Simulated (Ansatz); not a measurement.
Functionals compared on the (100) surface of rock-salt TiC in its 1x1 cell (cut with top plane C + Ti, bottom plane C + Ti), outermost plane spacing 2.17 Å in the ideal cut, in Ansatz (plane waves, PAW). The structure was relaxed with PBE; the other rows are single points on it, each with its references at the same level. Cutoff 420 eV (500 eV for r2SCAN).

Model: 12-atom slab, C6Ti6, 10.8 Å thick at the start, 12x12x1 mesh, Fermi-Dirac 0.1 eV, dipole correction, all atoms relaxed; symmetry of the start imposed; no spin, no spin-orbit, no U. These notes are the PBE run's.

```tsv
functional	surface energy (J/m²)	work function of the top face (eV)	rough cost of the single point
PBE	1.63	4.54	–
LDA	2.11	4.89	roughly 25 core-seconds
PBEsol	1.93	4.64	roughly 22 core-seconds
RPBE	?	?	roughly 22 core-seconds
r2SCAN	1.79	4.61	around 60 core-seconds (rough)
```

Question: What belongs in the gaps?

Answer: 
- RPBE, surface energy (J/m²): 1.40
- RPBE, work function of the top face (eV): 4.38

Ansatz is an electronic-structure program.
